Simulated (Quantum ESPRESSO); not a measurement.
Input and output of a self-consistent single point for K2VCl6 (Fm-3m, 9 atoms in the cell) (Quantum ESPRESSO).

Computed with LDA (PW92), PseudoDojo standard norm-conserving (LDA) pseudopotentials (plane waves; Quantum ESPRESSO 7.5).

```xyz
9
Lattice="-4.8573 0.0000 4.8573 0.0000 4.8573 4.8573 -4.8573 4.8573 0.0000" Properties=species:S:1:pos:R:3 pbc="T T T"
K     -2.4286     2.4286     2.4286
K     -7.2859     7.2859     7.2859
V      0.0000     0.0000     0.0000
Cl    -4.8573     2.3138     4.8573
Cl    -4.8573     7.4008     4.8573
Cl    -2.3138     4.8573     4.8573
Cl    -7.4008     4.8573     4.8573
Cl    -4.8573     4.8573     2.3138
Cl    -4.8573     4.8573     7.4008
```
Moments meant for the start (each program seeds them in its own way; μB, in the order of the atoms K K V Cl Cl Cl Cl Cl Cl): 0.0 0.0 2.0 0.0 0.0 0.0 0.0 0.0 0.0.

Reference input (self-consistent single point, DFT, LDA (PW92), plane waves, PseudoDojo standard norm-conserving (LDA) pseudopotentials): ecutwfc = 85 Ry; occupations = smearing; smearing = fd; degauss = 0.0073499 Ry; nspin = 2; potentials = {K: K.upf, V: V.upf, Cl: Cl.upf}; K_POINTS = automatic 3 3 3 0 0 0; conv_thr = 1e-10 Ry; mixing_beta = 0.5. This run's input differs from it in these lines:

```diff
@@ -13,3 +13,3 @@
   ntyp = 3
-  ecutwfc = 85
+  ecutwfc = 51
   occupations = 'smearing'
```

The program printed (abridged):

```
     Self-consistent Calculation

     iteration #  1     ecut=    51.00 Ry     beta= 0.50

---- Real-time Memory Report at c_bands before calling an iterative solver
           160 MiB given to the printing process from OS
           141 MiB allocation reported by mallinfo(arena+hblkhd)
------------------

     Threshold (ethr) on eigenvalues was too large:
     Diagonalizing with lowered threshold

---- Real-time Memory Report at c_bands before calling an iterative solver
           189 MiB given to the printing process from OS
           150 MiB allocation reported by mallinfo(arena+hblkhd)
------------------

   [... lines left out ...]
------------------

     Magnetic moment per site  (integrated on atomic sphere of radius R)
     atom   1 (R=0.146)  charge=  7.9740  magn=  0.0016
     atom   2 (R=0.146)  charge=  7.9740  magn=  0.0016
     atom   3 (R=0.098)  charge= 10.4456  magn=  0.9069
     atom   4 (R=0.098)  charge=  4.9707  magn= -0.0123
     atom   5 (R=0.098)  charge=  4.9707  magn= -0.0123
     atom   6 (R=0.098)  charge=  4.9707  magn= -0.0123
     atom   7 (R=0.098)  charge=  4.9707  magn= -0.0123
     atom   8 (R=0.098)  charge=  4.9707  magn= -0.0123
     atom   9 (R=0.098)  charge=  4.9707  magn= -0.0123
     End of self-consistent calculation

     the Fermi energy is     3.5256 ev

!    total energy              =    -464.93744359 Ry
     estimated scf accuracy    <          4.3E-11 Ry
     smearing contrib. (-TS)   =      -0.01134764 Ry
     internal energy E=F+TS    =    -464.92609595 Ry

     total magnetization       =     1.00 Bohr mag/cell
     absolute magnetization    =     1.23 Bohr mag/cell

     convergence has been achieved in  13 iterations

     Forces acting on atoms (cartesian axes, Ry/au):

     atom    1 type  1   force =     0.00000000    0.00000000   -0.00000000
     atom    2 type  1   force =    -0.00000000   -0.00000000    0.00000000
     atom    3 type  2   force =    -0.00000000   -0.00000000   -0.00000000
     atom    4 type  3   force =     0.00000000   -0.01502089    0.00000000
   [... lines left out ...]

     Total force =     0.036794     Total SCF correction =     0.000014

          total   stress  (Ry/bohr**3)                   (kbar)     P=      -80.75
  -0.00054895  -0.00000000  -0.00000000          -80.75       -0.00       -0.00
  -0.00000000  -0.00054895   0.00000000           -0.00      -80.75        0.00
  -0.00000000   0.00000000  -0.00054895           -0.00        0.00      -80.75

   JOB DONE.
```

The run converged in 13 iterations. Against the reference run the free energy goes up by 138 meV/atom, the pressure goes from -2.98 to -8.08 GPa, the largest force goes from 0.334 to 0.386 eV/Å and the size of the net moment stays at 0.11 μB/atom.

The starting cell comes from a database of computed structures (which also holds hypothetical and non-ambient phases and stackings), without a prior relaxation at this level. With one magnetic atom in the cell only a parallel order is possible. At the lowered cutoff the pressure carries the error of an incomplete plane-wave basis.

Cost on one core of a shared machine: roughly 80 s.
